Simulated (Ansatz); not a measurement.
## Rh, response to strain

The reference is Rh in the fcc (Cu type) structure (space group Fm-3m, No. 225; a = 3.800 Å). Axes: x, y, z lie along the cube axes.

Strains are applied to the cell and any free atomic positions relax; under biaxial strain the out-of-plane vector relaxes too; under stress the whole cell relaxes.

Level of theory: Kohn–Sham DFT with the r2SCAN functional, run in Ansatz (a program for electronic structure) with PAW and 500 eV plane waves, no spin-orbit coupling.

Notes on the quantities. energy relative to the base: free energy F.

```csv
change,volume per atom,energy relative to the base,space group
base,13.72 Å³,0 meV/atom,Fm-3m (No. 225)
"biaxial strain −2.52 %, plane normal [001], relaxed out of plane",13.33 Å³,+28 meV/atom,I4/mmm (No. 139)
"biaxial strain +0.69 %, plane normal [001], relaxed out of plane",(withheld),(withheld),I4/mmm (No. 139)
"biaxial strain −0.82 %, plane normal [110], relaxed out of plane",13.57 Å³,+3.4 meV/atom,Immm (No. 71)
"biaxial strain +3.58 %, plane normal [110], relaxed out of plane",14.44 Å³,+58 meV/atom,Immm (No. 71)
"biaxial strain −0.38 %, plane normal [111], relaxed out of plane",13.64 Å³,+0.8 meV/atom,R-3m (No. 166)
uniaxial strain ε_yy = −3.77 %,13.20 Å³,+30 meV/atom,I4/mmm (No. 139)
uniaxial strain ε_zz = −2.57 %,13.37 Å³,+13 meV/atom,I4/mmm (No. 139)
"uniaxial stress, 8 GPa compression along z",13.60 Å³,+8.3 meV/atom,I4/mmm (No. 139)
"uniaxial stress, 2 GPa tension along z",13.75 Å³,+0.5 meV/atom,I4/mmm (No. 139)
```

**Question.** Some entries are withheld; estimate them.

**Answer.** 
- biaxial strain +0.69 %, plane normal [001], relaxed out of plane, volume per atom: 13.82 Å³
- biaxial strain +0.69 %, plane normal [001], relaxed out of plane, energy relative to the base: +1.9 meV/atom

A biaxial case was relaxed in a doubled cell and then solved in the primitive one. Without a gap, meshes like the base's 21×21×21 leave anisotropic stresses uncertain by several tenths of a GPa, and small strain energies with them. Beyond what the load breaks, stability against distortions was not tested. All final runs are without spin polarisation. Rh lies near a magnetic instability that expansion can trigger; it was not tested.
